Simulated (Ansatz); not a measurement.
## What uniaxial strain ε_zz = −2.37 % does to HfCdO3

Base system: HfCdO3 in the cubic perovskite structure (space group Pm-3m, No. 221; a = 4.071 Å; a model cell, its experimental status unchecked). Axes: x, y, z lie along the cube axes.

It is then changed as follows: uniaxial strain ε_zz = −2.37 %, all other strain components held at zero; the atoms relax in the strained cell.

Calculations: r2SCAN (Ansatz, a quantum-chemistry and plane-wave program), scalar-relativistic without spin-orbit coupling. Settings: 8×8×8 k-points, 0.05 eV Fermi–Dirac smearing.

```tsv
quantity	base	changed	shift
volume per atom	13.50 Å³	13.18 Å³	-0.32 Å³
space group	Pm-3m (No. 221)	P4/mmm (No. 123)	–
shortest interatomic distance	2.036 Å	1.987 Å	-0.0482 Å
energy relative to the base (free energy F)	0 meV/atom	+9.4 meV/atom	+9.4 meV/atom
band gap	zero	zero	–
stress (xx, yy, zz, yz, xz, xy; compression positive) (rough)	–	(2.2, 2.2, 9.9, 0.0, 0.0, 0.0) GPa	–
```

Final structure:

```
CELL_PARAMETERS angstrom
      4.07122     0.00000     0.00000
      0.00000     4.07122     0.00000
      0.00000     0.00000     3.97473
ATOMIC_POSITIONS crystal
  Cd 0.00000 0.00000 0.00000
  Hf 0.50000 0.50000 0.50000
  O  0.00000 0.50000 0.50000
  O  0.50000 0.50000 0.00000
  O  0.50000 0.00000 0.50000
```

The mesh was chosen for an insulator and is coarse for the gapless case. Without a gap, meshes like the base's 8×8×8 leave anisotropic stresses uncertain by several tenths of a GPa, and small strain energies with them. With Hf present, leaving out spin-orbit coupling can change the band edges. No phonon test of stability was made. The final runs are not spin-polarised. Many cubic perovskites are stable only at high temperature; tilts and polar distortions were not tested. The zero or small gap of HfCdO3 can change with the level of theory.
